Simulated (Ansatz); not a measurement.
## ZrO2: pressure series

Start from ZrO2 in the anatase structure (space group I4_1/amd, No. 141; a = 3.998 Å, c = 10.654 Å; a cell from a computed database, its experimental status unchecked).

Cell and atoms are relaxed at each pressure.

The values are results of PBEsol (Ansatz, a program for electronic structure; PAW; 420 eV plane waves; no SOC), earlier PAW set, not measurements.

| pressure (GPa) | volume per atom (Å³/atom) |
|---|---|
| 0 | 14.191 |
| 0.3 | 14.168 |
| 0.7 | ? |
| 1.5 | 14.076 |
| 3 | 13.965 |
| 5 | 13.822 |

Task: Fit the third-order Birch–Murnaghan form P(V) = (3B₀/2)[(V₀/V)^(7/3) − (V₀/V)^(5/3)]·[1 + (3/4)(B₀′ − 4)((V₀/V)^(2/3) − 1)] (squares taken in P) to the rows shown and predict the withheld row.

Result: Least squares on the printed values gives V₀ = 14.191 Å³/atom, B₀ = 182 GPa, B₀′ = 3.1; this predicts 14.137 Å³/atom, and the run gives 14.138 Å³/atom, in agreement.

Load acts through the strain it causes; cell and atoms are relaxed under it. Whether these cells are dynamically stable was not tested. No other phases were tried under pressure. This is not the structure that ZrO2 has at room temperature and ambient pressure.
